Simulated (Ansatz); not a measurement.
Take a 16-atom supercell of LiCl in the rock salt structure (space group Fm-3m, No. 225; a = 5.150 Å) at its relaxed geometry as the base.

Level of theory: PBE/PAW in Ansatz (a program for electronic structure), no spin-orbit coupling.

For the base:

| Property | Value |
|---|---|
| Mean distance from the defect site to its nearest host atoms | 2.58 Å |
| Pressure | 0.0 GPa |

It is then changed as follows: a neutral K on a Li site, atoms relaxed at fixed cell, starting from a slightly rattled geometry.

Question: What does the calculation give for the mean distance from the defect site to its nearest host atoms, pressure and largest displacement of a host atom from its site in the perfect cell after the change?

Answer: The mean distance from the defect site to its nearest host atoms grows by 0.18 Å (2.58 Å → 2.76 Å); the pressure goes from zero to 4.3 GPa; the largest displacement of a host atom from its site in the perfect cell comes out as 0.19 Å.

Other magnetic orders, which the real material may have, were not ruled out. In so small a cell the defect repeats every few ångströms: this is an ordered compound, not a dilute defect. Starting moments died away, wholly or in part, for K on a Li site; another magnetic solution may exist. The defect cell is spin-polarised and ends with 0.0 μB.
